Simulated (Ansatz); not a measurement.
Reference: BaZnF4 (Cmc2_1), PBEsol, rigid bands (plane waves, PAW, scalar-relativistic; Ansatz, an electronic-structure program); geometry: cell and atoms relaxed with PBEsol.

```xyz
12
Lattice="2.0863 -7.2820 0.0000 2.0863 7.2820 0.0000 0.0000 0.0000 5.8241" Properties=species:S:1:pos:R:3 pbc="T T T"
Ba     2.0863    -5.1122     5.5699
Ba     2.0863     5.1122     2.6578
Zn     2.0863     1.2593     2.9084
Zn     2.0863    -1.2593    -0.0037
F      2.0863    -6.1485     3.0106
F      2.0863     6.1485     0.0986
F      2.0863     0.4554     4.8459
F      2.0863    -0.4554     1.9339
F      2.0863    -2.9034     1.1492
F      2.0863     2.9034     4.0613
F      2.0863    -2.4278     4.2311
F      2.0863     2.4278     1.3190
```

- band gap = 4.61 eV
- electron conductivity mass = 0.53 mₑ
- Seebeck coefficient, n-type 1e19 cm⁻³ = -219 μV/K

Problem. Swap Zn for Mg, keeping the structure type. How do these values move?

Solution. BaMgF$_{4}$ (Cmc2_1): volume per atom 14.7 to 14.5 Å³; band gap rises (4.61 eV to 6.99 eV); electron conductivity mass stays about the same (0.53 mₑ to 0.53 mₑ); Seebeck coefficient, n-type 1e19 cm⁻³ stays about the same (-219 μV/K to -219 μV/K).

Moves up to 5 % count as about the same. Masses are for dilute carriers at 300 K, harmonic means over directions unless an axis is named. Seebeck coefficients are for the stated density at 300 K, with one relaxation time for all states and whether or not that doping can be reached. Spin-orbit coupling is left out.

Formula and space group known from diffraction (Crystallography Open Database), not checked to be the room-temperature form: BaMgF4 (Cmc2_1), BaZnF4 (Cmc2_1).
